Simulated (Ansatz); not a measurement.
# hcp Re (1 1 0) on rutile TiO2 (0 0 1) (film strained to the substrate, started from cuts of the bulks and a machine-learned relaxation; slabs Ti10O20 and Re14, which can lie off the formulas)

A periodic stack without vacuum, hcp Re (1 1 0) on rutile TiO2 (0 0 1) (film strained to the substrate, started from cuts of the bulks and a machine-learned relaxation; slabs Ti10O20 and Re14, which can lie off the formulas): substrate slab Ti10O20, film Re14, surface cells [[0, 1], [-1, 0]] and [[0, 1], [-1, 0]], film strained by -3.4 and +3.6 %, outermost planes OTi/OTi and Re/Re as cut, which need not be the usual terminations and can put a slab off its formula.

The start was prepared with a machine-learned potential, and the result is one local minimum, with the in-plane cell held and forces under 0.04 eV/Å; the film can end far from its bulk form.

These are PBE (plane waves to 420 eV, PAW; Ansatz, an electronic-structure program) values and carry that method's errors. Spin–orbit coupling is left out; the runs are not spin-polarised; PBE gaps are too small against experiment. Its k-point mesh 6×6×1, Fermi–Dirac width 0.05 eV.

```
Property                                                                                   Result
--------------------------------------------------------------------------------  ---------------
interface area                                                                            21.6 Å²
period                                                                                    25.81 Å
heights between the nearest atoms of the two slabs at the two interfaces          1.94 and 1.94 Å
Re–Ti contacts across the interfaces within 1.22 times the sum of covalent radii   6, mean 3.18 Å
O–Re contacts across the interfaces within 1.22 times the sum of covalent radii    4, mean 2.00 Å
```

```xyz
44
Lattice="4.6427 0.0001 -0.1013 -0.0004 4.6436 -0.0012 0.5809 -2.3204 25.8070" Properties=species:S:1:pos:R:3 pbc="T T T"
Ti     4.4249     0.3783     2.1051
Ti     2.0756     2.6920     1.2320
O      1.0894     3.6002     2.4609
O      3.3333     4.0977     0.7065
O      0.7794     1.2797     0.7617
O      3.0934     1.7659     2.4207
Ti     4.4651     0.3544     5.1521
Ti     2.1255     2.6812     4.0815
O      1.2277     3.5950     5.4307
O      3.5023     4.1069     3.8223
O      0.7383     1.2564     3.8785
O      3.0834     1.7712     5.3905
Ti     4.5380     0.3666     8.1610
Ti     2.1860     2.6835     6.9750
O      1.3087     3.6029     8.4231
O      3.5951     4.0976     6.8395
O      0.7842     1.2750     6.9040
O      3.1385     1.7708     8.3838
Ti     4.6098     0.3643    11.1374
Ti     2.2551     2.6896     9.8816
O      1.3885     3.6138    11.4358
O      3.6679     4.0904     9.8438
O      0.8470     1.2846     9.9060
O      3.1962     1.7628    11.3952
Ti     4.6727     0.3667    14.0671
Ti     2.3274     2.6839    12.8271
O      1.4303     3.6847    14.4642
O      3.7372    -0.5869    12.8396
O      0.9109     1.3233    12.9026
O      3.2929     1.7065    14.4198
Re     1.6294    -0.7981    16.4000
Re     3.2037     1.5543    16.3652
Re     3.9475    -0.7642    17.5823
Re     0.9429     1.5237    17.6490
Re     1.7057    -0.7937    19.1524
Re     3.2523     1.5541    19.1176
Re     4.0491    -0.7772    20.4474
Re     0.9687     1.5382    20.5155
Re     1.7637    -0.7882    21.8846
Re     3.3156     1.5513    21.8481
Re     4.0923    -0.7536    23.2717
Re     1.0505     1.5152    23.3381
Re     1.8724    -0.7228    24.6133
Re     3.3290     1.4856    24.5797
```
